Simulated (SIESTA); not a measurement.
How far to go with the k-point mesh at a smearing width of 0.02 eV: Zr (Im-3m, 1 atom in the cell)

```yaml
crystal:
  lattice:
    - [-1.79980, 1.79980, 1.79980]
    - [1.79980, -1.79980, 1.79980]
    - [1.79980, 1.79980, -1.79980]
  atoms:
    - { symbol: Zr, position: [0.00000, 0.00000, 0.00000] }
```

Method: LDA PW92, numerical atomic orbitals DZP, PseudoDojo LDA standard norm-conserving potentials (rewritten from UPF to PSML) in SIESTA.

Base settings: XC.functional = LDA; XC.authors = PW92; potentials = PseudoDojo LDA standard; PAO.BasisSize = DZP; PAO.EnergyShift = 0.01 Ry; MeshCutoff = 400 Ry; kgrid.MonkhorstPack = 9 9 9; OccupationFunction = FD; ElectronicTemperature = 0.1 eV; MaxSCFIterations = 150.

In this ladder: ElectronicTemperature = 0.02 eV.

Only quantities that move along the ladder and can be compared are tabulated.

Core times come from one kind of shared machine, to one figure; runs under 30 s give none.

The starting cell comes from a database of computed structures (which also holds hypothetical and non-ambient phases and stackings), without a prior relaxation at this level. Its lattice was rescaled by up to half a per cent. Values carry the incompleteness of an atom-centred basis. In the base run, with a pressure of about -10 GPa the cell is away from its equilibrium volume at this level.

Steps (kgrid.MonkhorstPack): 5 5 5; 6 6 6; 7 7 7; 8 8 8; 10 10 10; 12 12 12; 14 14 14; 17 17 17; 21 21 21; 25 25 25.

Task: What is the coarsest kgrid.MonkhorstPack that holds the free energy within 5 meV/atom of the last step, with all finer ones?

Result: 10 10 10; the step before is off by 5.6 meV/atom.

Task: What is the coarsest kgrid.MonkhorstPack that holds the pressure within 0.2 GPa of the last step, with all finer ones?

Result: 12 12 12; the step before is off by 0.43 GPa.

```tsv
kgrid.MonkhorstPack	free energy less the last step's (meV/atom)	pressure (GPa)	core time / last (rough)
5 5 5	-54.49	-10.34	–
6 6 6	9.12	-10.91	–
7 7 7	55.19	-9.85	–
8 8 8	5.58	-9.95	–
10 10 10	-3.57	-10.85	–
12 12 12	-0.81	-10.48	–
14 14 14	-0.25	-10.27	0.2
17 17 17	-1.26	-10.43	0.2
21 21 21	-1.16	-10.46	0.3
25 25 25	0.00	-10.42	1
```
